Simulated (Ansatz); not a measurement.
The parent structure is an 18-atom supercell of TiSi2 (space group Cmcm, No. 63; a = 3.5459 Å, b = 13.5650 Å, c = 3.5797 Å) at its relaxed geometry.

All numbers come from PBE (Ansatz, an electronic-structure program; PAW; 420 eV plane waves; no spin-orbit coupling), earlier PAW set.

For the base:

- Pressure = 0.0 GPa

One thing is altered: a neutral Ti interstitial (started 1.68 Å from the nearest host atom), atoms relaxed at fixed cell, starting from a slightly rattled geometry.

Problem. How does this affect the final site of the added atom, largest displacement of a host atom from its site in the perfect cell and pressure?

Solution. The final site of the added atom comes out as 5 Si at 2.22–2.23 Å and 5 Ti at 2.77–2.80 Å; the largest displacement of a host atom from its site in the perfect cell is 0.41 Å; the pressure goes from zero to 17.1 GPa.

The cell is small, so the values are those of an ordered compound at a high defect concentration; dilute-limit values will differ. The final runs are not spin-polarised. The defect cell is not spin-polarised.
